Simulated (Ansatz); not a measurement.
Consider Al vacancy in zinc-blende AlAs, charge state -3. Level of theory: PBE, PAW (plane waves to 420 eV; Ansatz, a program for electronic structure).

Cell of 64 host sites held at the relaxed PBE lattice; one k-point at (0.250, 0.250, 0.250); Fermi-Dirac width 0.01 eV, spin-restricted; finite-size errors left in. Energies are static. The charge state is imposed; whether it is stable for some Fermi level was not computed. Forms of the defect that were not tried may lie lower.

Barriers: single points on a 2×2×2 k-point mesh shifted by half a step at the bands' geometries.

The only route run: one Al atom jumps into the vacancy from a nearby Al site; the atom moves 3.89 Å along (0.00, 0.48, -0.48) of the unit cell; the moving atom starts with neighbours As at 2.43, As at 2.50, 2 As at 2.52 Å and ends with As at 2.44, As at 2.50, 2 As at 2.52 Å. Its barrier is 1.66 eV. The saddle point's order was not checked, and it lies on a symmetry element of the cell, where a band can be held. The defect has 12 equivalent sites to jump to, 4.05 Å away. Attempt frequency: take 10 THz as a typical guess.

Question: Estimate the defect's diffusion coefficient at 400 K, how far it wanders in 1 s, and how much an error of 0.1 eV in the barrier would matter.

Answer: kT = 0.0345 eV, so each jump happens at Γ = ν exp(−E/kT) = 1.0e13 × exp(−48.16) ≈ 1.2e-08 s⁻¹. For uncorrelated jumps in a cubic host D = z λ² Γ / 6 = 12 × (4.05e-8 cm)² × 1.2e-08 / 6 ≈ 3.9e-23 cm²/s. The root-mean-square distance is √(6Dt) ≈ 0.0002 nm, less than one jump, so the defect is frozen in. An error of 0.1 eV changes D by a factor exp(0.1/kT) ≈ 18, and the distance by its square root. This is the isolated defect's own diffusivity; trapping, its concentration and zero-point motion are left out.
